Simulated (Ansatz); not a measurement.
What isotropic strain −2.00 % does to Al

Base system: Al in the fcc (Cu type) structure (space group Fm-3m, No. 225; a = 3.994 Å; relaxed with 0.1 eV smearing).

The change: every lattice vector is shortened by 2.00 %; the atoms relax in the strained cell.

Calculations: r2SCAN, PAW, 500 eV (Ansatz, a first-principles code; no SOC). k-mesh 28×28×28 (Γ-centred); smearing 0.1 eV (Fermi–Dirac).

* **Volume per atom**: 14.99 Å³ (base 15.92 Å³)
* **Space group**: Fm-3m (No. 225) (base Fm-3m (No. 225))
* **Shortest interatomic distance**: 2.767 Å (base 2.824 Å)
* **Energy relative to the base (free energy F)**: +18 meV/atom
* **Pressure**: 6.4 GPa (base 0.0 GPa)
* **Band gap**: zero (base zero)

Final structure:

```
CELL_PARAMETERS angstrom
      0.00000     1.95689     1.95689
      1.95689     0.00000     1.95689
      1.95689     1.95689     0.00000
ATOMIC_POSITIONS crystal
  Al 0.00000 0.00000 0.00000
```

No phonon test of stability was made.
